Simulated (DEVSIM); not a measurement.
Structure: abrupt Si p-n junction, at 300 K.

Layer 1 from the left is Si, thickness (μm) 15.0, Na (cm⁻³) 1e15, τn (s) 0.00026, τp (s) 0.00026. Layer 2 from the left is Si, thickness (μm) 27.0, Nd (cm⁻³) 1.3e17, τn (s) 0.00026, τp (s) 0.00026.

Left contact: ohmic. Right contact: ohmic. Voltage is applied to the left contact. Recombination: SRH at mid-gap, radiative, Auger. Mobility is μmin + (μ − μmin)/(1 + (N/Nref)^α).

Constants are typed, rounded textbook-type inputs, not results; the design itself was drawn at random and stands for no fabricated device. Values at 300 K.

Si: gap (eV) 1.124, affinity (eV) 4.05, permittivity 11.7, Nc (cm⁻³) 2.86e19, Nv (cm⁻³) 3.1e19, μn (cm²/Vs) 1417, μp (cm²/Vs) 470, μn,min 52, μp,min 45, Nref,n 9.7e16, Nref,p 2.2e17, αn 0.68, αp 0.72, B (cm³/s) 4.7e-15, Cn (cm⁶/s) 2.8e-31, Cp (cm⁶/s) 9.9e-32.

DEVSIM, 1D drift-diffusion, Boltzmann statistics, complete ionisation; no tunnelling, impact ionisation, image-force lowering or self-heating.

Dark forward current:

```tsv
|V| (V)	|J| (A/cm²)
0.05	2.801e-9
0.10	2.187e-8
0.15	1.528e-7
0.20	1.054e-6
0.25	7.265e-6
0.30	5.007e-5
0.35	0.0003450
0.40	0.002376
0.45	0.01632
0.50	0.1108
0.55	0.7057
0.60	3.665
0.65	14.05
0.70	41.08
0.75	95.55
0.80	182.0
0.85	296.8
0.90	435.0
0.95	593.1
1.00	769.0
1.05	960.6
1.10	1166
1.15	1382
1.20	1608
1.25	1841
1.30	2078
```

Task: Work out the local ideality factor n = ΔV / (kT/q · ln(J2/J1)) between the rows 0.15 and 0.20 V, 1.25 and 1.30 V.

Result: kT/q = 25.85 mV. From 0.15 to 0.20 V: ln(1.054e-6/1.528e-7) = 1.931, n = 1.00, near the 1 of diffusion or emission over a barrier. From 1.25 to 1.30 V: ln(2078/1841) = 0.121, n = 15.97.

Task: Estimate the current at 0.35 V from the Shockley equation with J0 = Σ q ni² D/(N L) coth(W/L), τ joining the SRH, radiative and Auger lifetimes that are on, and W taken as the whole layer.

Result: ni² = 1.16e20 cm⁻⁶; electrons in the p layer: μ = 1360 cm²/Vs, D = 35.1 cm²/s, τ = 0.000260 s, L = 955 μm, W/L = 0.016, term 4.35e-10 A/cm²; holes in the n layer: μ = 297 cm²/Vs, D = 7.68 cm²/s, τ = 0.000109 s, L = 289 μm, W/L = 0.093, term 4.08e-13 A/cm². J0 = 4.35e-10 A/cm², and J = J0 exp(qV/kT) = 0.000330 A/cm². The simulation gives 0.000345 A/cm²; the estimate lies 4.3 % below. The estimate leaves out recombination in the depletion region and that region's share of W.
